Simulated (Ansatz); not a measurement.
For MgS (model structure, started from the HgTe type, Fm-3m, No. 225, 6 atoms in the cell), PBEsol in Ansatz (PAW) gives:

| Item | Result |
|---|---|
| equilibrium lattice constant a | 5.182 Å |
| bulk modulus B0 | 78.2 GPa |
| cohesive energy | 4.03 eV/atom |
| band gap | 2.73 eV |

Problem. What does r²SCAN (plane waves, PAW; Ansatz, a first-principles code) give for the same quantities?

Solution. 
- lattice constant a: 5.203 Å (goes up by 0.4 %)
- bulk modulus: 79.9 GPa (goes up by 2.2 %)
- cohesive energy: 4.01 eV/atom (is nearly the same)
- band gap: 3.46 eV (increases by 0.73 eV)

Changes are worked out from the printed values.

Unless a cell is named, each level is at its own relaxed cell (PBEsol 17.39, r²SCAN 17.61 Å³/atom).

Density-functional gaps are differences of (generalised) Kohn–Sham levels.

Caveats: the bulk modulus is −V dP/dV from two relaxed cells at ±2 % in volume (PBEsol, r²SCAN). Ansatz's density-functional and Hartree–Fock values are scalar-relativistic unless marked +SOC, with PAW data made under PBE.

A model structure was made by putting elements into a prototype or built by hand; here it ended with the formula and space group of a phase in our tables.
